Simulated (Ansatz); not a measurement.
Cs2NaScCl6: response to strain

Start from Cs2NaScCl6 (space group Fm-3m, No. 225; a cell from a computed database, its experimental status unchecked).

```yaml
crystal:
  lattice:
    - [0.00000, 5.25663, 5.25663]
    - [5.25663, 0.00000, 5.25663]
    - [5.25663, 5.25663, 0.00000]
  atoms:
    - { symbol: Cs, position: [0.75000, 0.75000, 0.75000] }
    - { symbol: Cs, position: [0.25000, 0.25000, 0.25000] }
    - { symbol: Na, position: [0.50000, 0.50000, 0.50000] }
    - { symbol: Sc, position: [0.00000, 0.00000, 0.00000] }
    - { symbol: Cl, position: [0.76274, 0.23726, 0.23726] }
    - { symbol: Cl, position: [0.23726, 0.76274, 0.76274] }
    - { symbol: Cl, position: [0.23726, 0.76274, 0.23726] }
    - { symbol: Cl, position: [0.76274, 0.23726, 0.76274] }
    - { symbol: Cl, position: [0.23726, 0.23726, 0.76274] }
    - { symbol: Cl, position: [0.76274, 0.76274, 0.23726] }
```

Cartesian axes are those of the cell as printed.

Strains are applied to the cell and any free atomic positions relax; under biaxial strain the out-of-plane vector relaxes too; under stress the whole cell relaxes.

All numbers come from DFT with r2SCAN, PAW potentials and a 500 eV plane-wave cutoff in Ansatz (a quantum-chemistry and plane-wave program), no spin-orbit coupling, earlier PAW set.

Notes on the quantities. energy relative to the base: free energy F.

```csv
variant,gap character,energy relative to the base,space group,shortest interatomic distance,band gap
base,"indirect, Γ → X",0 meV/atom,Fm-3m (No. 225),4.714 bohr,4.39 eV
"biaxial strain +3.41 %, plane normal [001], relaxed out of plane","indirect, Γ → M",+9.0 meV/atom,I4/mmm (No. 139),4.688 bohr,4.35 eV
isotropic strain +0.67 %,"indirect, Γ → X",+0.8 meV/atom,Fm-3m (No. 225),4.726 bohr,4.38 eV
uniaxial strain ε_yy = +0.68 %,"indirect, Γ → X",+0.2 meV/atom,I4/mmm (No. 139),4.713 bohr,4.38 eV
uniaxial strain ε_yy = +2.52 %,"indirect, Γ → X",+2.3 meV/atom,I4/mmm (No. 139),4.715 bohr,4.35 eV
uniaxial strain ε_zz = −3.58 %,direct at Γ,+6.1 meV/atom,I4/mmm (No. 139),4.635 bohr,4.39 eV
tensor shear ε_xz = −1.17 %,direct at Γ,+0.6 meV/atom,Immm (No. 71),4.714 bohr,4.38 eV
tensor shear ε_xz = −0.62 %,direct at Γ,+0.2 meV/atom,Immm (No. 71),4.714 bohr,4.39 eV
"uniaxial stress, 2 GPa compression along x",direct at Γ,+6.8 meV/atom,I4/mmm (No. 139),4.626 bohr,4.38 eV
```

Beyond what the load breaks, stability against distortions was not tested. The final runs are not spin-polarised. Labels are those of the standard path for the cell's own space group.
